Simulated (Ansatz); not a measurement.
Cl on the 1x1 (0001) surface of hcp Ru, one in a 3x3 cell, energies for each (57.7 Å²). Energies are against ½ Cl2(g), without zero-point or thermal terms; each row is named by its start.

Computed with PBE (plane waves to 420 eV, PAW; Ansatz, a quantum-chemistry and plane-wave program).

Slab: 37 atoms, 6.3 Å thick at the start under the adsorbate (thin: gaps and levels are the slab's own); k 4x4x1, smearing 0.1 eV, dipole-corrected; 18 atoms held, the rest relaxed; each run with such symmetry as its start has; no spin, no spin-orbit, no U, no dispersion correction.

A negative adsorption energy means that the adsorbate is more stable on the surface than in its reference. Starts that drift may end in the same place. Heights count from the host atoms within 0.3 Å of the top one.

```json
[
 {"starting site": "top Ru", "E_ads (eV)": "-1.77", "height (Å)": "2.32", "nearest host atom (Å)": "Ru 2.31", "bonded to": "Ru", "Δ work function (eV)": "0.40", "lateral drift (Å)": "0.0"},
 {"starting site": "hollow Ru-Ru-Ru", "E_ads (eV)": "-2.36", "height (Å)": "1.94", "nearest host atom (Å)": "Ru 2.49", "bonded to": "3 Ru", "Δ work function (eV)": "-0.08", "lateral drift (Å)": "0.0"},
 {"starting site": "hollow Ru-Ru-Ru over Ru at depth 2.1 Å", "E_ads (eV)": "[?]", "height (Å)": "1.92", "nearest host atom (Å)": "Ru 2.47", "bonded to": "3 Ru", "Δ work function (eV)": "-0.11", "lateral drift (Å)": "0.0"},
 {"starting site": "bridge Ru-Ru (span 2.7 Å)", "E_ads (eV)": "-2.36", "height (Å)": "1.93", "nearest host atom (Å)": "Ru 2.48", "bonded to": "3 Ru", "Δ work function (eV)": "-0.08", "lateral drift (Å)": "0.8"}
]
```

Complete the blanks.


- hollow Ru-Ru-Ru over Ru at depth 2.1 Å, E_ads (eV): -2.32
